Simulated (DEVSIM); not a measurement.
Device: Co/SiO2/p-Ge capacitor, at 300 K.

Layer 1 from the left is SiO2, thickness (nm) 3.10. Layer 2 from the left is Ge, thickness (nm) 4400, Na (cm⁻³) 1.8e16.

Metal gate on the left, work function 5 eV. Fixed charge at the semiconductor interface -2.6e11 cm⁻² (in units of +e); no interface traps.

This is a model device: material constants are rounded textbook-type values typed into the input, and sizes, dopings and lifetimes were drawn at random. Values at 300 K.

SiO2: gap (eV) 9, affinity (eV) 0.9, permittivity 3.9. Ge: gap (eV) 0.664, affinity (eV) 4, permittivity 16, Nc (cm⁻³) 1.04e19, Nv (cm⁻³) 6e18.

Q: Estimate by hand the flat-band voltage, the threshold voltage, and compare with a numerical solution.

A: 
- Flat-band voltage: C = 1.11 μF/cm², work-function difference 0.486 V; VFB = φms − qNf/C = 0.52 V; numerical 0.52 V.
- Threshold voltage: φF = 0.175 V, depletion charge √(4εqNφF) = 5.34e-8 C/cm²; VT = VFB + 2φF + Qd/C = 0.92 V; numerical 0.92 V.

Model (solved in DEVSIM): 1D Poisson equation in equilibrium, Boltzmann statistics, complete ionisation; no quantum confinement or tunnelling. Metal contacts follow the ideal Schottky-Mott rule: no Fermi-level pinning, no interface dipoles.
